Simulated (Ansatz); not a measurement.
Consider Ta in the bcc (W type) structure (space group Im-3m, No. 229; a = 3.2541 Å; relaxed with 0.1 eV smearing). Axes: x, y, z lie along the cube axes.

The values are results of Ansatz (a program for electronic structure) LDA, no spin-orbit coupling, not measurements.

Strains are applied to the cell and any free atomic positions relax.

One change was made to it. Results:

The energy goes up by 6.2 meV/atom; the pressure (mean of the normal stresses, compression positive) goes from zero to -4.1 GPa.

### Question
Name the change that was made.
A. uniaxial strain ε_zz = +1.00 %
B. uniaxial strain ε_zz = +0.50 %
C. uniaxial strain ε_zz = +2.00 %

### Answer
C, uniaxial strain ε_zz = +2.00 %. For comparison, the energy relative to the base in the other runs: uniaxial strain ε_zz = +1.00 % gives +1.6 meV/atom; uniaxial strain ε_zz = +0.50 % gives +0.4 meV/atom.

Whether these cells are dynamically stable was not tested. All final runs are without spin polarisation.
